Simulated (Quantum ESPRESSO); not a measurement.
Worked example: self-consistent single point of Ti (P6_3/mmc, 4 atoms in the cell) in Quantum ESPRESSO.

Level of theory: vdW-DF-cx, PseudoDojo standard norm-conserving (PBE) pseudopotentials (plane waves; Quantum ESPRESSO 7.5).

```
Ti
1.0
    2.97545     0.00000     0.00000
   -1.48772     2.57681     0.00000
    0.00000     0.00000     9.57351
Ti
4
Direct
  0.00000   0.00000   0.00000
  0.00000   0.00000   0.50000
  0.33333   0.66667   0.25000
  0.66667   0.33333   0.75000
```

Reference input (self-consistent single point, DFT, PBEsol, plane waves, PseudoDojo standard norm-conserving (PBESOL) pseudopotentials): ecutwfc = 85 Ry; occupations = smearing; smearing = marzari-vanderbilt; degauss = 0.0036749 Ry; potentials = {Ti: Ti.upf}; K_POINTS = automatic 10 10 3 0 0 0; conv_thr = 1e-10 Ry. This run's input differs from it in these lines:

```diff
@@ -16,2 +16,3 @@
     degauss = 0.0036749,
+    input_dft = 'vdw-df-cx',
 /
```

Its files differ too (potentials: PseudoDojo standard norm-conserving (PBE)).

Log, with long lists cut:

```
     Self-consistent Calculation

     iteration #  1     ecut=    85.00 Ry     beta= 0.70

     Threshold (ethr) on eigenvalues was too large:
     Diagonalizing with lowered threshold

     total energy              =    -474.52532808 Ry
     estimated scf accuracy    <       0.20602818 Ry

     iteration #  2     ecut=    85.00 Ry     beta= 0.70

     total energy              =    -474.53774926 Ry
     estimated scf accuracy    <       0.19043076 Ry

     iteration #  3     ecut=    85.00 Ry     beta= 0.70

     total energy              =    -474.46915274 Ry
     estimated scf accuracy    <       2.37908875 Ry

   [... 16 blocks of this kind left out ...]

     iteration # 20     ecut=    85.00 Ry     beta= 0.70

     total energy              =    -474.60290283 Ry
     estimated scf accuracy    <          1.1E-09 Ry

     iteration # 21     ecut=    85.00 Ry     beta= 0.70
     End of self-consistent calculation

     the Fermi energy is    12.3889 ev

!    total energy              =    -474.60290283 Ry
     estimated scf accuracy    <          6.5E-11 Ry
     smearing contrib. (-TS)   =      -0.00002110 Ry
     internal energy E=F+TS    =    -474.60288173 Ry

     convergence has been achieved in  21 iterations

     Forces acting on atoms (cartesian axes, Ry/au):

     atom    1 type  1   force =     0.00000000    0.00000000    0.00000000
   [... zero for the other atoms too ...]

     Total force =     0.000000     Total SCF correction =     0.000000

          total   stress  (Ry/bohr**3)                   (kbar)     P=      -84.39
  -0.00055612  -0.00000000   0.00000000          -81.81       -0.00        0.00
  -0.00000000  -0.00055612   0.00000000           -0.00      -81.81        0.00
   0.00000000   0.00000000  -0.00060888            0.00        0.00      -89.57

   JOB DONE.
```

The run converged in 21 iterations. Against the reference run the pressure goes from -8.80 to -8.44 GPa. The full log also holds: “c_bands:  3 eigenvalues not converged”.

The starting cell was generated: these elements placed on a structure prototype, without a prior relaxation; it need not be a known phase or ordering of this composition. Its lattice was rescaled by a random factor within 2.5 % of one. Spin polarisation is off. With a pressure of about -8 GPa the cell is away from its equilibrium volume at this level.

Cost on one core of a shared machine: roughly 5 min.
